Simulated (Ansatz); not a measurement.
ZnS (P6_3mc), PBE with spin-orbit coupling, rigid bands in Ansatz (an electronic-structure program): Condition of this run: uniaxial stress along c of 2 GPa (compression positive) (the target of the relaxation). band gap 2.35 eV, N_c = 2.06e18 cm⁻³ and N_v = 4.25e19 cm⁻³ at 300 K, conductivity masses along z (a = (3.80, 0.00, 0.00) Å; b = (-1.90, 3.29, 0.00) Å; c = (0.00, 0.00, 6.11) Å) of 0.184 mₑ (electrons) and 1.03 mₑ (holes). Take k_BT = 0.02585 eV.

### Question
What thermal injection velocity √(2k_BT/πm) limits a ballistic channel along the direction named?

### Answer
1.25e7 cm/s for electrons and 5.30e6 cm/s for holes, a ratio of √(m_h/m_e) = 2.37, for dilute carriers.

### Question
Find the intrinsic carrier density and the intrinsic Fermi level.

### Answer
n_i = √(N_c N_v) exp(−E_g/2k_BT) = 9.36e18 × exp(−45.45) = 1.7e-1 cm⁻³. The level lies (k_BT/2) ln(N_v/N_c) = 39 meV from mid-gap (positive towards the conduction band). Each 0.1 eV added to the gap lowers n_i by a factor of 6.9.

### Question
What built-in voltage has an abrupt junction with N_A = 1e17 and N_D = 1e17 cm⁻³, all dopants ionised?

### Answer
V_bi = E_g/e − (k_BT/e) ln(N_c N_v/(N_A N_D)) = 2.35 − 0.02585 × 9.08 = 2.12 V. It follows the computed gap one for one.

Rigid, parabolic bands with the computed gap; masses take one relaxation time for all states. Geometry: cell and atoms relaxed with PBEsol.
